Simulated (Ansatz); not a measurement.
## InSeBr (model structure, started from the BiTeI type, P3m1, No. 156, 3 atoms in the cell)

All values below come from LDA (Ansatz, a quantum-chemistry and plane-wave program, plane waves, PAW).

Settings: plane-wave cutoff 520 eV, 12×12×6 k mesh (along the axes of the cell as run), Fermi–Dirac smearing 0.01 eV, scalar-relativistic PAW data made under PBE.

Cell (relaxed with PBE-D3(BJ)):

Space group P3m1 (No. 156); a = b = 3.9607 Å, c = 6.2098 Å, α = β = 90.00°, γ = 120.00°

| atom | site | symmetry | x | y | z |
|---|---|---|---|---|---|
| In | 1a | 3m. | 0.0000 | 0.0000 | 0.9137 |
| Se | 1c | 3m. | 0.6667 | 0.3333 | 0.6980 |
| Br | 1b | 3m. | 0.3333 | 0.6667 | 0.2077 |

For InSeBr (model structure, started from the BiTeI type, P3m1, No. 156, 3 atoms in the cell), the band gap comes out as 1.36 eV and the smallest direct gap on the k points sampled is 1.41 eV.

Note: the relaxation could raise the start's symmetry but not lower it, so the cell can be a saddle point; cell and atoms aren't relaxed at this level (largest force component 0.34 eV/Å, pressure -2.6 GPa).

Spin–orbit coupling is not included.

The computed numbers hold no vibrational or temperature effects.

A model structure was made by putting elements into a prototype or built by hand; it is no filed structure, need not be a known phase, and can be a saddle point held by its symmetry.
